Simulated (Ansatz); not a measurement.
System: SiC (model structure, started from the CdTe type, P6₄22, No. 181, 6 atoms in the cell). Method: PBE (PAW; Ansatz, a program for electronic structure).

Run with plane-wave cutoff 520 eV, 24×24×8 k mesh (along the axes of the cell as run), Fermi–Dirac smearing 0.05 eV, scalar-relativistic PAW data made under PBE.

Cell (relaxed with PBEsol):

```
CELL_PARAMETERS angstrom
      3.06570     0.00000     0.00000
     -1.53285     2.65498     0.00000
      0.00000     0.00000     7.03113
ATOMIC_POSITIONS crystal
  Si 0.00000 0.49998 0.66667
  Si 0.50002 0.50002 0.00000
  Si 0.49998 0.00000 0.33333
  C  0.00000 0.49999 0.16667
  C  0.50001 0.50001 0.50000
  C  0.49999 0.00000 0.83333
```

Problem. Estimate the band gap and direct gap at Γ that the calculation returns.

Solution. 
* **band gap**: 0.84 eV (on the SCF k mesh)
* **direct gap at Γ**: 3.42 eV

Note: the relaxation could raise the start's symmetry but not lower it, so the cell can be a saddle point; cell and atoms aren't relaxed at this level (pressure 3.8 GPa).

Computed values are for the static lattice.

It cost around 30 core-seconds (rough) of CPU time.

A model structure was made by putting elements into a prototype or built by hand; it is no filed structure, need not be a known phase, and can be a saddle point held by its symmetry.
